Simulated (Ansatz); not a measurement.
The reference is Ir in the fcc (Cu type) structure (space group Fm-3m, No. 225; a = 3.831 Å; relaxed with 0.1 eV smearing). Axes: x, y, z lie along the cube axes.

The values are results of DFT with PBEsol, PAW potentials and a 420 eV plane-wave cutoff in Ansatz (a first-principles code), spin-orbit coupling left out, not measurements.

Before the change:

The pressure is 0.0 GPa.

The change: compressive biaxial strain of 1.00 % in the plane normal to [001], as in epitaxy on a mismatched substrate; the out-of-plane cell vector and the atoms relax.

Task: How does this affect the pressure?

Result: The pressure (mean of the normal stresses, compression positive) goes from zero to 4.9 GPa.

Task: Predict the new energy relative to the base.

Result: The energy goes up by 6.3 meV/atom.

Task: Predict the new out-of-plane strain.

Result: The out-of-plane strain comes out as +0.81 %.

No phonon test of stability was made. The final runs are not spin-polarised.
